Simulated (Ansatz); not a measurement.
Short convergence ladders for Cu3Sn (I4mm, 4 atoms in the cell)

```xyz
4
Lattice="0.0000 3.0676 3.0676 3.0676 0.0000 3.0676 3.0676 3.0676 0.0000" Properties=species:S:1:pos:R:3 pbc="T T T"
Cu     3.0676     3.0676     3.1176
Cu     4.6014     4.6014     4.6014
Cu     1.5338     1.5338     1.5338
Sn     0.0000     0.0000     0.0000
```

Base method: LDA (PW92), default PAW files made with PBE (plane waves; Ansatz, an electronic-structure program).

Base settings: basis.ecutwfc = 420 eV; kpoints.mp_grid.grid = 8 8 8; hamiltonian.xc = lda; hamiltonian.pseudopotentials = {kind: paw} (the program's default PAW files); scf.occupations.method = fermi_dirac; scf.occupations.width = 0.1 eV.

The count of work is k-points × plane waves × bands × iterations; it is no time. Core times come from one kind of shared machine, to one figure; runs under 30 s give none.

**The cutoff for other potential files**

Level: DFT, LDA (PW92), plane waves, harder PAW files (source: ansatz) made with PBE.

In this ladder: hamiltonian.pseudopotentials = {kind: paw, source: ansatz}.

The second cell is the first with its lattice scaled by 0.98.

The mesh stays at the base's, so the ladder's end is converged at best in this setting alone.

The first pressure column holds Ansatz's estimate of the finite-basis (Pulay) stress, which hides part of the cutoff error; the other is without it.

Only quantities that move along the ladder and can be compared are tabulated.

| basis.ecutwfc | free energy less the last step's (meV/atom) | energy of the compressed cell less the first (meV/atom) | pressure (GPa) | pressure without the Pulay estimate (GPa) | largest difference of a force vector from the last step's (eV/Å) | count of work / last | core time / last (rough) |
|---|---|---|---|---|---|---|---|
| 315 eV | 24286.16 | -263.54 | -27.49 | -1355.91 | 0.338 | 0.11 | – |
| 385 eV | 4422.24 | -7.53 | -9.68 | -323.45 | 0.057 | 0.14 | – |
| 490 eV | 272.86 | -28.85 | -8.47 | -36.93 | 0.012 | 0.21 | – |
| 595 eV | 12.74 | -29.73 | -8.83 | -10.29 | 0.000 | 0.28 | – |
| 700 eV | 3.58 | -29.81 | -8.85 | -8.89 | 0.000 | 0.35 | 0.4 |
| 840 eV | 2.75 | -29.82 | -8.85 | -8.89 | 0.000 | 0.46 | 0.4 |
| 1050 eV | 0.83 | -29.83 | -8.85 | -8.91 | 0.000 | 0.65 | 0.6 |
| 1400 eV | 0.00 | -29.83 | -8.85 | -8.86 | 0.000 | 1.0 | 1 |

Coarsest basis.ecutwfc that holds the energy of the compressed cell less the first within 2 meV/atom of the last step, with all finer ones: 490 eV, at 0.21 of the last step's count of work; the step before is off by 22 meV/atom.

Coarsest basis.ecutwfc that holds the pressure without the Pulay estimate within 0.2 GPa of the last step, with all finer ones: 700 eV, at 0.35 of the last step's count of work and about 0.4 of the last step's time; the step before is off by 1.4 GPa.

Coarsest basis.ecutwfc that holds the pressure within 0.5 GPa of the last step, with all finer ones: 490 eV, at 0.21 of the last step's count of work; the step before is off by 0.83 GPa.

The energy difference between the two cells stays within 1 meV/atom of the last step's from 490 eV on, the total only from 1050 eV on: much of the error is common to both cells and cancels.

At the lowest cutoff the pressure without the Pulay estimate lies 1350 GPa under the last step's, the usual sign of Pulay stress in an incomplete plane-wave basis.

**The density cutoff**

The second cell is the first with its lattice scaled by 0.98.

The mesh stays at the base's, so the ladder's end is converged at best in this setting alone.

Only quantities that move along the ladder and can be compared are tabulated.

```tsv
basis.ecutrho_ratio	free energy less the last step's (meV/atom)	energy of the compressed cell less the first (meV/atom)	pressure (GPa)
2	-12.69	-28.04	-7.93
3	-0.23	-29.70	-8.81
4	0.00	-29.70	-8.83
5	0.00	-29.70	-8.83
6	0.00	-29.70	-8.83
8	0.00	-29.70	-8.83
10	0.00	-29.70	-8.83
12	0.00	-29.70	-8.83
16	0.00	-29.70	-8.83
```

Coarsest basis.ecutrho_ratio that holds the pressure within 0.2 GPa of the last step, with all finer ones: 3; the step before is off by 0.90 GPa.

Coarsest basis.ecutrho_ratio that holds the energy of the compressed cell less the first within 0.5 meV/atom of the last step, with all finer ones: 3; the step before is off by 1.7 meV/atom.

Coarsest basis.ecutrho_ratio that holds the free energy within 2 meV/atom of the last step, with all finer ones: 3; the step before is off by 13 meV/atom.

**The relaxed cell against the cutoff**

On Cu3Sn (Fm-3m, 4 atoms in the cell): atoms on their sites.

In this ladder: relax = cell and atoms.

The mesh stays at the base's, so the ladder's end is converged at best in this setting alone.

Only quantities that move along the ladder and can be compared are tabulated.

| basis.ecutwfc | relaxed volume (Å³/atom) | relaxation steps |
|---|---|---|
| 295 eV | 13.551 | 18 |
| 355 eV | 13.399 | 9 |
| 420 eV | 13.393 | 4 |
| 505 eV | 13.392 | 4 |
| 630 eV | 13.391 | 4 |
| 840 eV | 13.391 | 4 |

Coarsest basis.ecutwfc that holds the relaxed volume within 0.027 Å³/atom of the last step, with all finer ones: 355 eV; the step before is off by 0.16 Å³/atom.

At the lowest cutoff the cell relaxes to a volume 1.2 % larger than at the highest. Ansatz relaxes on a stress corrected for the finite basis.

On the base run: the starting cell comes from a database of computed structures (which also holds hypothetical and non-ambient phases and stackings), without a prior relaxation at this level. Its lattice was rescaled by up to half a per cent. One atom was moved a little off its site on purpose. Spin polarisation is off.

Left out of this page: 2 runs of the series failed or unconverged.

Keys are those of Ansatz 0.2.
